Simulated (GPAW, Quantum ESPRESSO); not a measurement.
A GPAW input for a self-consistent single point of SiMo3 (Pm-3n, 8 atoms in the cell) (DFT PBE, plane waves, GPAW PAW datasets PBE (gpaw-data 1.0.1)):

```python
from ase import Atoms
from ase.units import GPa
from gpaw import GPAW, PW, FermiDirac

atoms = Atoms(['Si', 'Si', 'Mo', 'Mo', 'Mo', 'Mo', 'Mo', 'Mo'],
              cell=[[4.718111, 0.000000, 0.000000],
                    [0.000000, 4.718111, 0.000000],
                    [0.000000, 0.000000, 4.718111]],
              positions=[[2.359056, 2.359056, 2.359056],
                         [0.000000, 0.000000, 0.000000],
                         [0.000000, 2.359056, 1.179528],
                         [0.000000, 2.359056, 3.538583],
                         [1.179528, 0.000000, 2.359056],
                         [3.538583, 0.000000, 2.359056],
                         [2.359056, 1.179528, 0.000000],
                         [2.359056, 3.538583, 0.000000]],
              pbc=True)

calc = GPAW(mode=PW(550),
            xc='PBE',
            kpts=(5, 5, 5),
            occupations=FermiDirac(0.1),
            nbands=-16,
            convergence={'density': 1e-05, 'energy': 1e-05},
            symmetry={'symmorphic': False, 'tolerance': 0.0005},
            maxiter=150)

atoms.calc = calc

energy = atoms.get_potential_energy()
print('Energy (eV):', round(energy, 6))
forces = atoms.get_forces()
print('Forces (eV/Ang):')
print(forces.round(5))
stress = atoms.get_stress()
print('Stress (GPa, Voigt):', (stress / GPa).round(4))
```

Give the Quantum ESPRESSO input for the same structure, mesh, smearing and functional.

This is the input that was run; spellings and numerical settings could be chosen otherwise.

```fortran
&control
  calculation = 'scf',
  prefix = 'simo3',
  outdir = './work',
  pseudo_dir = './',
  tprnfor = .true.,
  tstress = .true.,
/
&system
  ibrav = 1,
  celldm(1) = 8.9159376156,
  nat = 8,
  ntyp = 2,
  ecutwfc = 80,
  occupations = 'smearing',
  smearing = 'fermi-dirac',
  degauss = 0.0073499,
/
&electrons
  conv_thr = 1.0d-10,
/
ATOMIC_SPECIES
Si    28.0850  Si.upf
Mo    95.9500  Mo.upf
ATOMIC_POSITIONS crystal
Si    0.5000000000    0.5000000000    0.5000000000
Si    0.0000000000    0.0000000000    0.0000000000
Mo    0.0000000000    0.5000000000    0.2500000000
Mo    0.0000000000    0.5000000000    0.7500000000
Mo    0.2500000000    0.0000000000    0.5000000000
Mo    0.7500000000    0.0000000000    0.5000000000
Mo    0.5000000000    0.2500000000    0.0000000000
Mo    0.5000000000    0.7500000000    0.0000000000
K_POINTS automatic
5 5 5  0 0 0
```

Basis, cutoffs, solver keys and any potentials are the target program's own. This input uses DFT, PBE, plane waves, PseudoDojo stringent norm-conserving (PBE) pseudopotentials. Both were run: pressure 36.35 GPa in GPAW and 37.13 in Quantum ESPRESSO.

On GPAW: the starting cell comes from a database of computed structures (which also holds hypothetical and non-ambient phases and stackings), without a prior relaxation at this level. Its lattice was rescaled by a random factor within 2.5 % of one. For this run, on top of that: lattice scaled by 0.98. Spin polarisation is off. With a pressure of about 36 GPa the cell is away from its equilibrium volume at this level.

On Quantum ESPRESSO: the starting cell comes from a database of computed structures (which also holds hypothetical and non-ambient phases and stackings), without a prior relaxation at this level. Its lattice was rescaled by a random factor within 2.5 % of one. For this run, on top of that: lattice scaled by 0.98. Spin polarisation is off. With a pressure of about 37 GPa the cell is away from its equilibrium volume at this level.
